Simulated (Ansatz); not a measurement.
W2N (model structure, started from the Fe2P type, P-62m, No. 189, 9 atoms in the cell): lattice parameter a by level of theory

No measured value is used here.

| level (code) | value (Å) |
|---|---|
| PBE (Ansatz) | 6.769 |
| PBEsol (Ansatz) | 6.686 |
| PBE-D3(BJ) (Ansatz) | 6.704 |

The crystal itself was run without spin with PBE, PBEsol, PBE-D3(BJ); a magnetic state was not tried in these runs. Density-functional levels without +SOC have no spin–orbit coupling. PBE, PBEsol, PBE-D3(BJ): the run has no spin polarisation, so it can have missed a magnetic state. Ansatz's density-functional and Hartree–Fock values are scalar-relativistic unless marked +SOC, with PAW data made under PBE.

A model structure was made by putting elements into a prototype or built by hand; it is no filed structure, need not be a known phase, and can be a saddle point held by its symmetry.

Ansatz is a program for electronic structure.
